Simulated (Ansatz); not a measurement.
Base system: BaO in the rock salt structure (space group Fm-3m, No. 225; a = 5.574 Å).

Calculations: DFT with PBE, PAW potentials and a 420 eV plane-wave cutoff in Ansatz (a program for electronic structure), scalar-relativistic without spin-orbit coupling.

For the base:

Band gap: 2.10 eV
Electron mass: 1.2 mₑ along k, 0.40 mₑ across (at X)
Lattice parameter a: 5.574 Å

One thing is altered: a hydrostatic pressure of 15 GPa.

Question: What does the calculation give for the band gap, electron mass and lattice parameter a after the change?

Answer: The band gap drops by 0.61 eV to 1.49 eV; the electron mass becomes 1.2 mₑ along k, 0.37 mₑ across (at X) (base: 1.2 mₑ along k, 0.40 mₑ across (at X)); the lattice parameter a falls by 0.277 Å (5.574 Å → 5.297 Å).

Load acts through the strain it causes; cell and atoms are relaxed under it. Masses are band curvatures over ±0.01 Å⁻¹ around the edge. Along k means along the line from Γ to the band edge. Stability against distortions was not tested. Competing high-pressure phases were not computed.
